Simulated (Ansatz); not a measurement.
CaO (P6₃/mmc, No. 194, 4 atoms in the cell; start mp-545512; a measured phase of this formula has another space group), treated with r²SCAN+rVV10 (PAW; Ansatz, a program for electronic structure).

Run with plane-wave cutoff 560 eV, 12×12×8 k mesh (along the axes of the cell as run), Fermi–Dirac smearing 0.01 eV, scalar-relativistic PAW data made under PBE.

Cell (relaxed at this level):

Space group P6₃/mmc (No. 194); a = 3.969 Å, b = 3.969 Å, c = 4.758 Å, α = 90.00°, β = 90.00°, γ = 120.00°

```
atom  site  symmetry       x       y       z
----  ----  --------  ------  ------  ------
Ca      2d      -6m2  0.6667  0.3333  0.2500
O       2c      -6m2  0.3333  0.6667  0.2500
```

**Question.** Give the computed band gap.

**Answer.** 
band gap: 3.56 eV (on the SCF k mesh)

Note: the relaxation could not lower the start's symmetry, so the cell can be a saddle point above a distorted one.

The computed numbers hold no vibrational or temperature effects.

A start named mp-… is a Materials Project structure, which need not be a measured phase.
